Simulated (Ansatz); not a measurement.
TiS2: pressure series

Base system: TiS2 in the CdI2 type structure (space group P-3m1, No. 164; layered, stacked along the Cartesian z axis).

```
TiS2
1.0
    3.36059     0.00000     0.00000
   -1.68029     2.91036     0.00000
    0.00000     0.00000     5.52244
Ti S
1 2
Cartesian
  0.00000   0.00000   0.00000
  0.00000   1.94024   1.42791
  1.68029   0.97012   4.09453
```

Cell and atoms are relaxed at each pressure.

Method: PBE-D3(BJ), PAW, 420 eV (Ansatz, a program for electronic structure; no spin-orbit coupling).

Two rows of this table had their results exchanged by mistake.

```json
[
 {"pressure": "pressure −2 GPa", "volume per atom (Å³)": "19.45", "shortest distance (Å)": "2.422", "band gap": "zero"},
 {"pressure": "pressure −1 GPa", "volume per atom (Å³)": "18.53", "shortest distance (Å)": "2.415", "band gap": "zero"},
 {"pressure": "pressure 1.8 GPa", "volume per atom (Å³)": "17.34", "shortest distance (Å)": "2.399", "band gap": "zero"},
 {"pressure": "pressure 4.2 GPa", "volume per atom (Å³)": "16.68", "shortest distance (Å)": "2.387", "band gap": "zero"},
 {"pressure": "pressure 9 GPa", "volume per atom (Å³)": "15.72", "shortest distance (Å)": "2.366", "band gap": "zero"},
 {"pressure": "pressure 18 GPa", "volume per atom (Å³)": "12.32", "shortest distance (Å)": "2.271", "band gap": "zero"},
 {"pressure": "pressure 30 GPa", "volume per atom (Å³)": "13.34", "shortest distance (Å)": "2.302", "band gap": "zero"},
 {"pressure": "pressure 45 GPa", "volume per atom (Å³)": "14.49", "shortest distance (Å)": "2.335", "band gap": "zero"},
 {"pressure": "pressure 60 GPa", "volume per atom (Å³)": "11.55", "shortest distance (Å)": "2.246", "band gap": "zero"}
]
```

**Question.** Which two?

**Answer.** The rows for pressure 18 GPa and pressure 45 GPa: the volume has to fall steadily with pressure, so 14.49 Å³ belongs to pressure 18 GPa and 12.32 Å³ to pressure 45 GPa.

Load acts through the strain it causes; cell and atoms are relaxed under it. No phonon test of stability was made. Competing high-pressure phases were not computed. The final runs are not spin-polarised. The zero or small gap of TiS2 can change with the level of theory.
